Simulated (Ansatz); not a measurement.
The starting structures come from a database of crystals and need not be the phases stable at ambient conditions.

 Where the default PAW files enter, the runs use the earlier of Ansatz's two default sets.

By PBEsol, the system below comes out a metal.

The ballistic (Sharvin) conductance counts the channels at the Fermi level: G/A = (e²/h) × channels of both spins per area.

Here is the system:

```
CELL_PARAMETERS angstrom
      4.80530     0.00000     0.00000
      0.00000     4.80530     0.00000
      0.00000     0.00000     4.90337
ATOMIC_POSITIONS crystal
  Ir 0.50000 0.50000 0.00000
  Ir 0.00000 0.50000 0.50000
  Ir 0.00000 0.00000 0.00000
  Ir 0.50000 0.00000 0.50000
  O  0.84987 0.15013 0.34987
  O  0.15013 0.84987 0.65013
  O  0.65013 0.84987 0.84987
  O  0.34987 0.15013 0.15013
  O  0.34987 0.34987 0.65013
  O  0.65013 0.65013 0.34987
  O  0.15013 0.65013 0.15013
  O  0.84987 0.34987 0.84987
```

Space group of this cell: Pbca. The cell is strained (lengths across the current scaled by 0.98, ions clamped); by PBEsol its mean pressure is 5.4 GPa.

The current flows along the normal of the first two printed cell vectors. No spin-orbit coupling; the value is a mean over 0.1 eV about the Fermi level.

Problem. Give the ballistic conductance per area that Ansatz (an electronic-structure program) with PBEsol yields.

Solution. 0.96 × 10¹⁵ S/m² for both spins.
